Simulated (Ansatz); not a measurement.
We consider rock-salt CeN, described by LDA (PAW; Ansatz, a program for electronic structure).

Settings: plane-wave cutoff 500 eV, 14×14×14 k mesh, Fermi–Dirac smearing 0.05 eV, no spin polarisation, scalar-relativistic PAW data made under PBE.

Computed at the level's own relaxed cell.

Q: Predict the volume per atom and lattice constant a.

A: 
volume per atom: 15.26 Å³/atom
lattice constant a: 4.961 Å

Note: the run has no spin polarisation, so it can have missed a magnetic state; the 4f shell is treated without U or exact exchange, so its levels and filling can be wrong.

Spin–orbit coupling is not included.

The computed numbers hold no vibrational or temperature effects.

Computing time: very roughly 18 core-seconds.
